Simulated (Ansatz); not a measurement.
Worked calculations on one periodic cell of amorphous Hf18O37Ca: Hf18O37Ca, 56 atoms, volume 727.3 Å³, made by a melt-quench on the CHGNet potential and relaxed with DFT. O atoms were pushed apart under 1.9 Å during the dynamics, to hinder bonds among them. It is a model cell: composition and starting density were chosen by hand, and all elements were melted together. Cycles of charging were run to anneal it. The numbers are results of PBE, scalar-relativistic without spin-orbit coupling (plane waves to 420 eV, PAW; Ansatz, a first-principles code), not measurements. Sampling: a 2×2×2 Γ-centred mesh; Fermi-Dirac width 0.02 eV; no spin polarisation. Its volume was held where the quench left it, its shape was free, and it stands at a mean pressure of 1.4 GPa with stress components up to 1.4 GPa; the relaxation ran on the zone centre alone. Its density went from a set 8.78 to 8.78 g/cm³. The cell is small and was quenched far faster than a real film, so it is one sample of the glass.

Four energies for an added electron at PBE on the zone centre alone (charged cells in a uniform background, spin-polarised): neutral at the neutral geometry -305889.592 eV; charged at the neutral geometry -305873.762 eV; charged and relaxed -305874.219 eV; neutral at the charged geometry -305888.710 eV.

Question: Find the two relaxation energies and their sum, the reorganisation energy.

Answer: On charging: -305873.762 − (-305874.219) = 0.457 eV. On discharging: -305888.710 − (-305889.592) = 0.882 eV. The sum is 1.339 eV. The carrier's level spreads over 9 of the 56 atoms' worth, so it counts as partly localised, most on one Hf atom with neighbours O 2.02 Å, O 2.04 Å, O 2.09 Å, O 2.17 Å, O 2.18 Å, O 2.38 Å (neutral geometry). The values are uncorrected: the image energy of a point charge in this cell, 2.84 × 14.40 / (2 × 9.0) = 2.3 eV before screening, is screened by electrons alone at the fixed geometry and by ions too after relaxing, and the carrier can be spread before it relaxes, so each term can be off by up to that value times 1/ε∞, some tenths of an eV. PBE's self-interaction favours spread-out carriers, so a hybrid can localise more.

Four energies for a hole at PBE on the zone centre alone (charged cells in a uniform background, spin-polarised): neutral at the neutral geometry -305889.592 eV; charged at the neutral geometry -305901.326 eV; charged and relaxed -305901.606 eV; neutral at the charged geometry -305888.631 eV.

Question: Find the two relaxation energies and their sum, the reorganisation energy.

Answer: On charging: -305901.326 − (-305901.606) = 0.280 eV. On discharging: -305888.631 − (-305889.592) = 0.961 eV. The sum is 1.241 eV. The carrier's level spreads over 3 of the 56 atoms' worth, so it counts as localised, most on one O atom with neighbours Hf 2.10 Å, Hf 2.19 Å, Hf 2.25 Å (neutral geometry). The values are uncorrected: the image energy of a point charge in this cell, 2.84 × 14.40 / (2 × 9.0) = 2.3 eV before screening, is screened by electrons alone at the fixed geometry and by ions too after relaxing, and the carrier can be spread before it relaxes, so each term can be off by up to that value times 1/ε∞, some tenths of an eV. PBE's self-interaction favours spread-out carriers, so a hybrid can localise more.
